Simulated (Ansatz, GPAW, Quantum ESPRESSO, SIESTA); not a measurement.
# Code comparison for TiCo (Pm-3m, 2 atoms in the cell)

Self-consistent single point.

```
TiCo
1.0
    2.95505     0.00000     0.00000
    0.00000     2.95505     0.00000
    0.00000     0.00000     2.95505
Ti Co
1 1
Direct
  0.00000   0.00000   0.00000
  0.50000   0.50000   0.50000
```
Moments meant for the start (each program seeds them in its own way; μB, in the order of the atoms Ti Co): 1.0 3.0.

Shared settings, as Ansatz (an electronic-structure program) writes them: kpoints.mp_grid.grid = 8 8 8; scf.occupations.method = gaussian; scf.occupations.width = 0.1 eV. Potentials and cutoffs stand in the table.

```tsv
code	model	pressure (GPa)	cutoff
Ansatz	LDA (PW92), default PAW files made with PBE	-10.54	420 eV
Quantum ESPRESSO	LDA (PZ), GBRV 1.5 ultrasoft (LDA) pseudopotentials	-10.75	50 Ry
SIESTA	LDA PW92, numerical atomic orbitals DZP, PseudoDojo LDA standard norm-conserving potentials (rewritten from UPF to PSML)	-16.60	grid 350 Ry
GPAW	LDA (Perdew-Wang 92), GPAW PAW datasets LDA (gpaw-data 1.0.1)	-9.82	850 eV
```

On Ansatz's run: the starting moments vanished: the run ended non-magnetic, which need not be the lowest state. The program warned that a starting moment was not kept.

The spread over the programs that give each value: pressure within 6.78 GPa.

SIESTA uses small atom-centred bases, whose incompleteness enters pressures, forces and empty levels differently from a plane-wave cutoff. Ansatz's pressure is given at a fixed set of plane waves, as the other plane-wave codes print theirs; with its correction for the finite basis it is -10.39 GPa. The same LDA comes in different parametrisations, which differ slightly. In the pressure, SIESTA (by 6.06) lies more than 1 GPa from the median of the plane-wave programs.

The starting cell comes from a database of computed structures (which also holds hypothetical and non-ambient phases and stackings), without a prior relaxation at this level. Its lattice was rescaled by a random factor within 2.5 % of one.

Left out of this page: Elk and FLEUR (not drawn, or without a comparable value).

Keys are those of Ansatz 0.2.
